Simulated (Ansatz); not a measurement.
Input and report of a finite-temperature phonon run in Ansatz (PBEsol). Another polymorph of this substance is known too; which is more stable was not tested here. The cell is fixed at its relaxed static size. Melting and transitions to other phases are not modelled. An odd repeat of the supercell leaves out some zone-boundary points, where instabilities often lie.

Ansatz 0.2 input:
```yaml
crystal:
  lattice:
    - [0.0, 2.6782696879, 2.6782696879]
    - [2.6782696879, 0.0, 2.6782696879]
    - [2.6782696879, 2.6782696879, 0.0]
  atoms:
    - { symbol: S, position: [0.25, 0.25, 0.25] }
    - { symbol: Zn, position: [0.0, 0.0, 0.0] }
kpoints:
  mp_grid: { grid: [6, 6, 6] }
hamiltonian:
  xc: pbesol
  pseudopotentials: { kind: paw }
scf:
  occupations: { method: fixed }
phonons:
  supercell: [3, 3, 3]
  self_consistent:
    temperatures: [300, 600]
    max_frequency_error: 3.0
    max_frames: 240
checkpoint:
  write: run
output:
  stress: true
```

```
--- Phonons at temperature: the self-consistent harmonic approximation ---
  16 frames of 54 atoms (3×3×3 cells), in populations of 8, 8 at 600 K: nothing lacks frames
  of 16 their SCF's own steps read whether they stand on a minimum of the electronic energy; no probe, look outside the group or whole filling of a shell is made of a frame, whatever scf.lower_state_search; one on another minimum than the …
  at 300 K
    the largest error of a frequency is 0.05 times what was asked for; the fitted model misses 2.0 % of the forces, every mode counted alike and far frames for less, of frames that it was not fitted to; the frames count as 7.8 of this …
    softest of the free energy's second derivatives: 62.34 ± 0.10 cm⁻¹ at q 0.6667 0.6667 0.6667; not told ahead of the last population
    the crystal stands in this phase at this temperature, as far as these wave vectors tell
    the ions' mean positions are those at rest
    free energy -4167.446289 ± 0.000046 eV a cell, of which vibrations -0.009477; entropy 57.355 ± 0.021 J/(mol·K) of cells
      by the supercell's own 159 modes alone, which lack the rigid motions: not to be laid beside figures on a mesh. There are none: the force constants hold no dipole–dipole term between the supercell's wave vectors
      the supercell's own free energy is the best Gaussian's, an upper bound on the crystal's: what lies beyond it on the fitted surface stands below, to be added
    pressure 0.5276 ± 0.0450 GPa; at rest 0.0210, so that the ions' motion makes +0.5067
      stress (GPa, positive in compression): xx 0.5276 ± 0.0450, yy 0.5276 ± 0.0450, zz 0.5276 ± 0.0450, yz -0.0000 ± 0.0000, xz -0.0000 ± 0.0000, xy -0.0000 ± 0.0000
      by the supercell's own 159 modes alone, which lack the rigid motions: in the warmth about 1/54 of what the motion makes, which no ± holds; not to be laid beside figures on a mesh
    beyond the Gaussian, in the hollow that it stands in and those that the ions reach from there, by exact statistics on the surface that is fitted to the frames (rings of 4 beads):
      free energy -0.001127 ± 0.000061 eV a cell
      leaving out a pair of frames, or group of many, changes the fitted energy by up to 0.03 k_B T, T the rings' temperature (one standard deviation); of these ± those of the frequencies lack the bias that few frames leave, and those of …
      pressure +0.0038 ± 0.0041 GPa; with it, by the rings' own mean, 0.5315 ± 0.0451, so that the ions' motion makes +0.5106: by the supercell's own 159 modes alone, as the Gaussian's
      mean square displacement, over the three axes, of site 1 from 0, Zn, the most changed: 0.03065 ± 0.00010 Å², of which +0.00118 beyond the Gaussian's
      softest frequency by how far the rings' centres move (above zero always: no sign of whether the crystal stands): 62.28 ± 0.13 cm⁻¹ at q 0.0000 0.6667 0.0000
    frequencies (cm⁻¹; below zero: imaginary; ±: error) of the harmonic crystal, of the Gaussian, of the free energy's second derivatives, each in its own ascending order
      q 0.0000 0.0000 0.0000
           278.77      280.36 ±  0.30      269.81 ±  0.81
           278.77      280.36 ±  0.30      269.81 ±  0.81
           278.77      280.36 ±  0.30      269.81 ±  0.81
      q 0.0000 0.0000 0.3333, and 7 like it
            64.13       63.10 ±  0.11       62.34 ±  0.10
            64.13       63.10 ±  0.11       62.34 ±  0.10
           170.70      170.29 ±  0.08      167.32 ±  0.13
           289.70      290.93 ±  0.16      281.48 ±  0.24
           289.70      290.93 ±  0.16      281.48 ±  0.24
           335.55      335.78 ±  0.36      329.57 ±  0.47
      q 0.0000 0.3333 0.3333, and 5 like it
            85.39       84.22 ±  0.13       82.72 ±  0.13
            85.39       84.22 ±  0.13       82.72 ±  0.13
           179.24      179.40 ±  0.18      176.21 ±  0.71
           304.31      305.28 ±  0.21      296.89 ±  0.34
           304.31      305.28 ±  0.21      296.89 ±  0.34
           330.08      330.57 ±  0.19      324.67 ±  0.27
      q 0.0000 0.3333 0.6667, and 11 like it
            86.70       85.48 ±  0.10       84.10 ±  0.26
           118.33      117.01 ±  0.05      115.04 ±  0.11
           189.42      189.72 ±  0.14      185.12 ±  0.68
           302.28      303.59 ±  0.11      295.14 ±  0.17
           306.92      307.72 ±  0.15      302.49 ±  0.25
           338.31      339.04 ±  0.29      332.10 ±  0.50
  at 600 K
    the largest error of a frequency is 0.05 times what was asked for; the fitted model misses 1.8 % of the forces, every mode counted alike and far frames for less, of frames that it was not fitted to; the frames count as 15.6 of this …
    softest of the free energy's second derivatives: 61.01 ± 0.13 cm⁻¹ at q 0.6667 0.0000 0.0000; ahead of this temperature's last population 60.81
    the crystal stands in this phase at this temperature, as far as these wave vectors tell
    the ions' mean positions are those at rest
    free energy -4167.679597 ± 0.000049 eV a cell, of which vibrations -0.242785; entropy 89.460 ± 0.027 J/(mol·K) of cells
      by the supercell's own 159 modes alone, which lack the rigid motions: not to be laid beside figures on a mesh. There are none: the force constants hold no dipole–dipole term between the supercell's wave vectors
      the supercell's own free energy is the best Gaussian's, an upper bound on the crystal's: what lies beyond it on the fitted surface stands below, to be added
    pressure 1.0697 ± 0.0104 GPa; at rest 0.0210, so that the ions' motion makes +1.0487
      stress (GPa, positive in compression): xx 1.0697 ± 0.0104, yy 1.0697 ± 0.0104, zz 1.0697 ± 0.0104, yz -0.0000 ± 0.0000, xz -0.0000 ± 0.0000, xy -0.0000 ± 0.0000
      by the supercell's own 159 modes alone, which lack the rigid motions: in the warmth about 1/54 of what the motion makes, which no ± holds; not to be laid beside figures on a mesh
    beyond the Gaussian, in the hollow that it stands in and those that the ions reach from there, by exact statistics on the surface that is fitted to the frames (rings of 2 beads):
      8 configuration(s) of the rings are solved and fitted beside the frames
      free energy -0.004714 ± 0.000192 eV a cell
      leaving out a pair of frames, or group of many, changes the fitted energy by up to 0.03 k_B T, T the rings' temperature (one standard deviation); of these ± those of the frequencies lack the bias that few frames leave, and those of …
      pressure +0.0363 ± 0.0077 GPa; with it, by the rings' own mean, 1.1036 ± 0.0102, so that the ions' motion makes +1.0826: by the supercell's own 159 modes alone, as the Gaussian's
      mean square displacement, over the three axes, of site 1 from 0, Zn, the most changed: 0.06363 ± 0.00022 Å², of which +0.00506 beyond the Gaussian's
      softest frequency by how far the rings' centres move (above zero always: no sign of whether the crystal stands): 60.81 ± 0.12 cm⁻¹ at q 0.0000 0.3333 0.0000
    frequencies (cm⁻¹; below zero: imaginary; ±: error) of the harmonic crystal, of the Gaussian, of the free energy's second derivatives, each in its own ascending order
      q 0.0000 0.0000 0.0000
           278.77      280.78 ±  0.27      260.71 ±  0.38
           278.77      280.78 ±  0.27      260.71 ±  0.38
           278.77      280.78 ±  0.27      260.71 ±  0.38
      q 0.0000 0.0000 0.3333, and 7 like it
```

Cost: roughly 110 core-minutes.

Ansatz is an electronic-structure program.
